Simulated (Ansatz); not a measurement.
Ansatz (an electronic-structure program) run on AlTlO2 (Pna2_1, 16 atoms in the cell): self-consistent single point.

Method of the run: revPBE, harder PAW files (source: ansatz) made with PBE (plane waves; Ansatz).

```
AlTlO2
1.0
    6.14951     0.00000     0.00000
    0.00000     7.26237     0.00000
    0.00000     0.00000     5.85635
Tl Al O
4 4 8
Direct
  0.08300   0.62500   0.00000
  0.91700   0.37500   0.50000
  0.58300   0.87500   0.00000
  0.41700   0.12500   0.50000
  0.07800   0.12500   0.00000
  0.92200   0.87500   0.50000
  0.57800   0.37500   0.00000
  0.42200   0.62500   0.50000
  0.06800   0.11200   0.36500
  0.93200   0.88800   0.86500
  0.56800   0.38800   0.36500
  0.43200   0.61200   0.86500
  0.09500   0.64000   0.39500
  0.90500   0.36000   0.89500
  0.59500   0.86000   0.39500
  0.40500   0.14000   0.89500
```

Reference input (self-consistent single point, DFT, revPBE, plane waves, default PAW files made with PBE): kpoints.mp_grid.grid = 4 3 4; hamiltonian.xc = revpbe; hamiltonian.pseudopotentials = {kind: paw} (the program's default PAW files); scf.occupations.method = fermi_dirac; scf.occupations.width = 0.136 eV. This run's input differs from it in these lines:

Ansatz 0.2 input:
```diff
@@ -29,2 +29,3 @@
     kind: paw
+    source: ansatz
 scf:
```

Output, abridged:

```
SCF iter   1: F=—  HF=-72535.344146 eV  |F-HF|=—  |Δ(HF+E_count)|=         —  Δρ=8.30e-2  dr2=2.14e1  ethr=3.10e-3  ⟨swp⟩=6.5  Hψ=7509  notcnv=0  defer=18
all-band conjugate gradients solve this SCF's bands
preconditioner: auto → Resta (q_TF=auto, 2.554 Å⁻¹)
SCF iter   2: F=—  HF=-72529.440010 eV  |F-HF|=—  |Δ(HF+E_count)|=    5.90e0  Δρ=3.06e-2  dr2=3.81e0  ethr=3.10e-3  ⟨swp⟩=3.4  Hψ=4865  notcnv=0  defer=49
   [... lines left out ...]
SCF iter   8: F=—  HF=-72528.476041 eV  |F-HF|=—  |Δ(HF+E_count)|=   2.32e-4  Δρ=5.42e-5  dr2=8.36e-6  ethr=3.28e-8  ⟨swp⟩=2.0  Hψ=2899  notcnv=0  defer=53
SCF iter   9: F=—  HF=-72528.476043 eV  |F-HF|=—  |Δ(HF+E_count)|=   2.14e-6  Δρ=1.68e-5  dr2=8.27e-7  ethr=4.75e-9  ⟨swp⟩=2.1  Hψ=2787  notcnv=0  defer=53
SCF iter  10: F=—  HF=-72528.476043 eV  |F-HF|=—  |Δ(HF+E_count)|=   2.96e-7  Δρ=6.13e-6  dr2=1.63e-7  ethr=5.68e-11  ⟨swp⟩=14.3  Hψ=10602  notcnv=0
SCF iter  11: F=-72528.476043 eV  HF=-72528.476043 eV  |F-HF|=4.63e-9  |Δ(HF+E_count)|=   7.21e-8  Δρ=3.53e-6  dr2=3.33e-8  ethr=5.68e-11  ⟨swp⟩=5.4  Hψ=6770  notcnv=0
SCF 1 converged in 11 iterations: F = -72528.476043 eV  dr2 = 3.33e-8
Free energy (F): -72528.476043 eV
Internal energy: -72528.286627 eV  (E = F + TS)
E sigma→0 (E₀):  -72528.381335 eV
Entropy (-TS):   -0.189416 eV (-11.838 meV/atom)
Fermi energy:    10.344679 eV
--- Forces (eV/Å), atoms counted from 1 ---
  atom   1  Tl     0.04694241    -0.18527362     0.22677083
  atom   2  Tl    -0.04694241     0.18527362     0.22677083
  atom   3  Tl     0.04694241     0.18527362     0.22677083
  atom   4  Tl    -0.04694241    -0.18527362     0.22677083
  atom   5  Al    -0.12261572     0.01405648    -0.00926237
  atom   6  Al     0.12261572    -0.01405648    -0.00926237
  atom   7  Al    -0.12261572    -0.01405648    -0.00926237
  atom   8  Al     0.12261572     0.01405648    -0.00926237
   [... lines left out ...]
  atom  16  O     -1.93116071     3.19237390     2.38654470
--- Stress (GPa, compression-positive) ---
       -0.357600       0.000000       0.000000
        0.000000       2.229723       0.000000
        0.000000       0.000000       1.584228
  P = ⅓ Tr σ = 1.1521 GPa (11.521 kbar)
  The stress holds the Pulay correction. Without it, at fixed plane waves, as pw.x and ABINIT print it: P = 1.1469 GPa
```

The run converged in 11 iterations. Against the reference run the pressure hardly changes (1.07 to 1.15 GPa) and the largest force goes from 4.507 to 4.520 eV/Å. The full log also holds: “WARN basis.ecutwfc = 930 eV, the default”.

The starting cell was generated: these elements placed on a structure prototype, without a prior relaxation; it need not be a known phase or ordering of this composition. Forces in this geometry exceed 1 eV/Å. Ansatz's pressure includes its estimate of the finite-basis (Pulay) stress. The run gives no clean gap (levels at the Fermi energy touch, overlap or are partly filled at this smearing), which alone does not show that the compound is a metal.

Cost on one core of a shared machine: roughly 3 min.
